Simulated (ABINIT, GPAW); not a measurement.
A GPAW input for a relaxation of cell and atoms of Pb (Fm-3m, 1 atom in the cell) (DFT PBE, plane waves, GPAW PAW datasets PBE (gpaw-data 1.0.1)):

```python
from ase import Atoms
from ase.filters import FrechetCellFilter
from ase.optimize import BFGS
from ase.units import GPa
from gpaw import GPAW, PW, FermiDirac

atoms = Atoms(['Pb'],
              cell=[[0.000000, 2.519703, 2.519703],
                    [2.519703, 0.000000, 2.519703],
                    [2.519703, 2.519703, 0.000000]],
              positions=[[0.000000, 0.000000, 0.000000]],
              pbc=True)

calc = GPAW(mode=PW(550),
            xc='PBE',
            kpts={'size': (8, 8, 8), 'gamma': True},
            occupations=FermiDirac(0.1),
            nbands=-5,
            convergence={'forces': 0.001, 'density': 1e-05},
            symmetry={'symmorphic': False, 'tolerance': 0.0005},
            maxiter=150)

atoms.calc = calc

target = FrechetCellFilter(atoms)

opt = BFGS(target, logfile='-')
converged = opt.run(fmax=0.05, steps=40)
print('Relaxation converged:', converged)
print('Cell:', atoms.cell.cellpar().round(4))
print(atoms.get_scaled_positions().round(5))

energy = atoms.get_potential_energy()
print('Energy (eV):', round(energy, 6))
forces = atoms.get_forces()
print('Forces (eV/Ang):')
print(forces.round(5))
stress = atoms.get_stress()
print('Stress (GPa, Voigt):', (stress / GPa).round(4))
```

**Question.** Translate this input to ABINIT.

**Answer.** This is the input that was run; spellings and numerical settings could be chosen otherwise.

```
# Pb, PseudoDojo nc-sr-05 PBE standard
pp_dirpath "./"
pseudos "Pb.upf"
acell 3*1.0
rprim
        -0.0000000000    4.7615485854    4.7615485854
         4.7615485854   -0.0000000000    4.7615485854
         4.7615485854    4.7615485854   -0.0000000000
natom 1
ntypat 1
znucl 82
typat 1
xcart    0.0000000000    0.0000000000    0.0000000000
ecut 31
occopt 3
tsmear 0.00367493
nband 12
kptopt 1
ngkpt 8 8 8
nshiftk 1
shiftk 0 0 0
nstep 100
tolvrs 1.0e-10
ionmov 22
ntime 40
tolmxf 1.0e-04
optcell 2
dilatmx 1.08
ecutsm 0.5
prtwf 0
prtden 0
prtvol 1
enunit 2
```

Basis, cutoffs, solver keys and any potentials are the target program's own. This input uses DFT, PBE, plane waves, norm-conserving pseudopotentials (PseudoDojo nc-sr-05 PBE standard).

The starting cell comes from a database of computed structures (which also holds hypothetical and non-ambient phases and stackings), without a prior relaxation at this level. Its lattice was rescaled by a random factor within 2.5 % of one.
